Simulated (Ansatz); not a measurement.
## ZnAg under a change: strain tensor (xx, yy, zz, yz, xz, xy) = (−0.93, −0.78, +1.82, −0.43, −0.91, −0.18) %

Take ZnAg in the CsCl type structure (space group Pm-3m, No. 221; a = 3.118 Å; relaxed with 0.1 eV smearing) as the base. Axes: x, y, z lie along the cube axes.

It is then changed as follows: strain tensor (xx, yy, zz, yz, xz, xy) = (−0.93, −0.78, +1.82, −0.43, −0.91, −0.18) %; the atoms relax in the strained cell.

Computed with PBEsol/PAW in Ansatz (an electronic-structure program), no spin-orbit coupling. Γ-centred 18×18×18 mesh, Fermi–Dirac width 0.1 eV.

| quantity | base | changed | shift |
|---|---|---|---|
| volume per atom | 15.15 Å³ | 15.17 Å³ | +0.012 Å³ |
| shortest interatomic distance | 2.700 Å | 2.674 Å | -0.026 Å |
| energy relative to the base (free energy F) | 0 meV/atom | +1.7 meV/atom | +1.7 meV/atom |
| band gap | zero | zero | – |
| stress (xx, yy, zz, yz, xz, xy; compression positive) | – | (0.1, 0.1, -0.2, 0.6, 1.3, 0.3) GPa | – |

Final structure:

```xyz
2
Lattice="3.0888 -0.0055 -0.0284 -0.0055 3.0935 -0.0133 -0.0284 -0.0133 3.1745" Properties=species:S:1:pos:R:3 pbc="T T T"
Zn     1.5275     1.5374     1.5665
Ag     0.0000     0.0000     0.0000
```

No phonon test of stability was made.
